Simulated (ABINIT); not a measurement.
**Equation of state of hcp Hf (space group 194): energy against volume (ABINIT, PBE)**

```
CELL_PARAMETERS angstrom
      3.13328     0.00000     0.00000
     -1.56664     2.71350     0.00000
      0.00000     0.00000     4.96021
ATOMIC_POSITIONS crystal
  Hf 0.66667 0.33333 0.75000
  Hf 0.33333 0.66667 0.25000
```

Level of theory: PBE, norm-conserving pseudopotentials (PseudoDojo nc-sr-05 PBE standard) (plane waves; ABINIT 10.0.3). Settings: pseudos = [Hf.upf]; ecut = 38 Ha; ixc = 11; occopt = 3; tsmear = 0.00183747 Ha; ngkpt = 21 21 12; nshiftk = 1; shiftk = 0 0 0; potentials = PseudoDojo nc-sr-05 PBE standard; nband = 17; kptopt = 1; nstep = 50; tolvrs = 1e-11. The cell above is the first row's. The rows scale it uniformly. In all rows fractional positions and the k mesh are held. E is the free energy at the stated smearing, counted from the lowest row.

```csv
V (Å^3/atom),E (meV/atom)
21.086,35.26
21.545,16.03
22.003,4.50
22.461,0.00
22.920,1.94
23.378,9.76
23.837,22.95
24.295,41.04
24.753,?
```

Fit E of the 8 rows that show it with the third-order Birch-Murnaghan form, a cubic in V^(-2/3). With u = V^(-2/3) - 0.125, the rows have u = 0.006020, 0.004152, 0.002354, 0.000617, -0.001066, -0.002690, -0.004265, -0.005787. Least squares gives E = -0.004 - 653.9·u + 1097551·u² - 2608192·u³. Residuals (row less fit): -0.006, 0.015, -0.005, -0.010, -0.003, 0.012, -0.002, -0.002; standard error 0.012 (degrees of freedom: 4). Its minimum lies at u = 0.000298, so V0 = (0.125298)^(-3/2) = 22.55. There d²E/du² = 2190000 and d³E/du³ = -1.565e7, so B0 = (4/9) × 22.55^(-7/3) × 2190000 × 0.160218 = 109 GPa (the last factor turns the table's units into GPa), and B0' = 4 + (2/3) × 0.125298 × (-1.565e7)/2190000 = 3.4. The program's pressures in the fitted runs (not shown) pass through zero at V = 22.54, 0.01 % from this V0.

Question: Estimate the missing E (V = 24.753); what did the run itself give?

Answer: u = -0.007263, so E = -0.004 - 653.9 × (-0.007263) + 1097551 × (-0.007263)² - 2608192 × (-0.007263)³ = 63.642 meV/atom. The calculation gives 63.61 meV/atom, 0.032 meV/atom below the prediction (0.1 % of the range of E in the table). The row lies outside the fitted rows, so this is an extrapolation. From the scatter of the fitted rows alone, a prediction at this place has a standard error of 0.028 meV/atom, so the miss is 1.1 times that.

Carrying the step between the two nearest rows on in a straight line would have given 59.13, off by 4.48; series whose last step already gives the withheld value aren't shown. The scan was laid around a cell of about the measured size, scaled by a guess for this functional; axis ratios and inner coordinates come from that cell. The runs keep the symmetry of the cell, so they don't test it for distortions. Spin-orbit coupling is off. The shape of the cell and the inner coordinates aren't relaxed, so V0 and B0 belong to this uniform scaling; a relaxed crystal lies no higher in energy and is usually softer. Cutoffs and mesh are single choices, not tested for convergence of this quantity. Series with a scatter that would blur these digits, or in which a gap closes, are not shown. Nor are scans whose minimum lies at an end fitted in this form.
